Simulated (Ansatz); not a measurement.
# MgV2O6 (C2/m, No. 12)

Calculation: PBEsol (plane waves, PAW; Ansatz, a program for electronic structure).

Numerical settings: plane-wave cutoff 500 eV, 12×12×6 k mesh (along the axes of the cell as run), gaussian smearing 0.02 eV, no spin polarisation, scalar-relativistic PAW data made under PBE.

Cell (relaxed at this level):

```
MgV2O6
1.0
    4.90772    -1.73115     0.64158
    4.90772     1.73115     0.64158
   -1.87165     0.00000     6.73975
Mg V O
1 2 6
Cartesian
 -0.93583   0.00000   3.36987
  2.16374   0.00000   1.61113
  5.78005   0.00000   6.41178
  7.44748   0.00000   1.71377
  0.49631   0.00000   6.30915
  7.35098   0.00000   5.98278
  0.59281   0.00000   2.04013
  3.09464   0.00000   3.00999
  4.84916   0.00000   5.01292
```

For MgV2O6 (C2/m, No. 12), the band gap is 2.53 eV (on the SCF k mesh).

Note: the volume lies 17 % above that of the published cell.
